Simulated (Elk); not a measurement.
Worked example: self-consistent single point of La2Mg (C2/c, 6 atoms in the cell) in Elk.

Method of the run: LDA (PW92), all-electron FP-LAPW, Elk's shipped species files, APW+lo basis with extra local orbitals (Elk 10.2.4).

The change in words: lattice scaled by 0.98. Reference geometry:
```xyz
6
Lattice="5.3391 -3.1270 0.0000 5.3391 3.1270 0.0000 -3.5262 0.0000 5.6543" Properties=species:S:1:pos:R:3 pbc="T T T"
La     4.5248    -0.5522     4.2180
La     2.6272     0.5522     1.4363
La     0.8641    -0.5522     4.2635
La     6.2879     0.5522     1.3908
Mg     4.4576    -2.6416     1.4136
Mg     2.6945     2.6416     4.2407
```

Reference input (self-consistent single point, DFT, LDA (PW92), all-electron FP-LAPW, Elk's shipped species files, APW+lo basis with extra local orbitals): xctype = 3; rgkmax = 7.5; stype = 0; swidth = 0.00734986 Ha; ngridk = 4 4 3; tforce = true; gmaxvr = 18 1/bohr; lmaxapw = 10; lmaxo = 8; nxlo = 2; lorbcnd = true; lradstp = 2. This run's input differs from it in these lines:

```diff
@@ -43,5 +43,5 @@
 avec
-   10.0895293486   -5.9091717020    0.0000000000
-   10.0895293486    5.9091717020    0.0000000000
-   -6.6636448572    0.0000000000   10.6850897648
+    9.8877387238   -5.7909882301    0.0000000000
+    9.8877387238    5.7909882301    0.0000000000
+   -6.5303719223    0.0000000000   10.4713881963
```

The program printed (abridged):

```
│ Self-consistent loop started │
│ Loop number : 1 │
 total energy                :     -34403.0627918
│ Loop number : 2 │
 total energy                :     -34402.3773964
RMS change in Kohn-Sham potential (target) :   0.7592353770E-01 (  0.1000000000E-05)
Absolute change in total energy (target)   :   0.6853954187     (  0.1000000000E-03)
│ Loop number : 3 │
 total energy                :     -34399.3183757
RMS change in Kohn-Sham potential (target) :   0.6952796568E-01 (  0.1000000000E-05)
Absolute change in total energy (target)   :    3.230369579     (  0.1000000000E-03)
│ Loop number : 4 │
   [... lines left out ...]
Absolute change in total energy (target)   :   0.7686936297E-02 (  0.1000000000E-03)
│ Loop number : 13 │
 total energy                :     -34364.1128236
RMS change in Kohn-Sham potential (target) :   0.2880819928E-05 (  0.1000000000E-05)
Absolute change in total energy (target)   :   0.1745222995E-02 (  0.1000000000E-03)
│ Loop number : 14 │
 total energy                :     -34364.1133476
RMS change in Kohn-Sham potential (target) :   0.5007084443E-06 (  0.1000000000E-05)
Absolute change in total energy (target)   :   0.8773209993E-04 (  0.1000000000E-03)
Convergence targets achieved

│ Loop number : 15 │

Energies :
 Fermi                       :     0.293211837542
 total energy                :     -34364.1133287

Density of states at Fermi energy :    240.4382692
 (states/Hartree/unit cell)

Estimated indirect band gap :   0.1162556316E-02
 from k-point      6 to k-point      9
Estimated direct band gap   :   0.3774748541E-02
 at k-point      2

Charges :
 core                        :    188.0000000
 valence                     :    64.00000000
 interstitial                :    11.95817698
 muffin-tins (core leakage)
  species :    1 (La)
   atom    1                 :    54.75200495     (  0.2288345129E-03)
   atom    2                 :    54.75200495     (  0.2288345129E-03)
   atom    3                 :    54.75200495     (  0.2288345129E-03)
   [... lines left out ...]
   total force               :     0.00000000    0.00056388    0.00000000
   total magnitude           :     0.00056388
  atom :    2
   Hellmann-Feynman          :     0.00000000   -0.00811815   -0.00000000
   IBS                       :     0.00000000    0.00755427    0.00000000
   total force               :     0.00000000   -0.00056388    0.00000000
   total magnitude           :     0.00056388
```

The run converged in 15 iterations. The count includes the last loop, which Elk runs after its targets are met. Against the reference run the total energy drops by 13.6 meV/atom.

The starting cell comes from a database of computed structures (which also holds hypothetical and non-ambient phases and stackings), without a prior relaxation at this level. Its lattice was rescaled by a random factor within 2.5 % of one. For this run, on top of that: lattice scaled by 0.98. Values depend on the basis (sphere radii, cutoffs, local orbitals), which need not be converged. The log's line on a gap gives a spacing of levels on this mesh, which the program prints for metals too.

Cost on one core of a shared machine: roughly 3 min.
